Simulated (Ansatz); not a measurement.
**Effective masses and thermopower of HfSiO4 (I4_1/amd)**

Given:

```yaml
crystal:
  lattice:
    - [-3.29101, 3.29101, 2.98307]
    - [3.29101, -3.29101, 2.98307]
    - [3.29101, 3.29101, -2.98307]
  atoms:
    - { symbol: Hf, position: [0.00000, 0.00000, 0.00000] }
    - { symbol: Hf, position: [0.75000, 0.25000, 0.50000] }
    - { symbol: Si, position: [0.25000, 0.75000, 0.50000] }
    - { symbol: Si, position: [0.50000, 0.50000, 0.00000] }
    - { symbol: O, position: [0.13333, 0.31813, 0.81521] }
    - { symbol: O, position: [0.06813, 0.75292, 0.68479] }
    - { symbol: O, position: [0.50292, 0.31813, 0.18479] }
    - { symbol: O, position: [0.06813, 0.38333, 0.31521] }
    - { symbol: O, position: [0.61667, 0.93187, 0.68479] }
    - { symbol: O, position: [0.68187, 0.86667, 0.18479] }
    - { symbol: O, position: [0.24708, 0.93187, 0.31521] }
    - { symbol: O, position: [0.68187, 0.49708, 0.81521] }
```

Method: PBEsol, rigid bands (plane waves, PAW, scalar-relativistic; Ansatz, a quantum-chemistry and plane-wave program). Cell: cell and atoms relaxed with PBEsol.

- band gap = 5.37 eV
- electron conductivity mass (300 K, dilute) = 1.53 (x), 1.53 (y), 18.9 (z) mₑ
- hole conductivity mass (300 K, dilute) = 1.85 (x), 1.85 (y), 5.9 (z) mₑ
- effective density of states N_c (300 K) = 9.0e20 cm⁻³
- effective density of states N_v (300 K) = 1.7e20 cm⁻³
- density-of-states mass, electrons = 10.8 mₑ
- density-of-states mass, holes = 3.6 mₑ
- Seebeck coefficient, n-type 1e19 cm⁻³, 300 K = -565 μV/K
- Seebeck coefficient, p-type 1e19 cm⁻³, 300 K = 452 μV/K
- best p-type power factor at 300 K for τ = 10 fs (best axis; densities from 1e16 to 1e21 cm⁻³ tried, whether or not they can be reached) = 10.5 μW/(cm·K²) at 3e20 cm⁻³

Rigid bands; masses and Seebeck coefficients take one relaxation time τ for all states and one kind of carrier; polarons and phonon drag are left out. Spin-orbit coupling is left out; with 5d elements it also splits d-like band edges.

Formula and space group known from diffraction (Crystallography Open Database), not checked to be the room-temperature form: HfSiO4 (I4_1/amd).
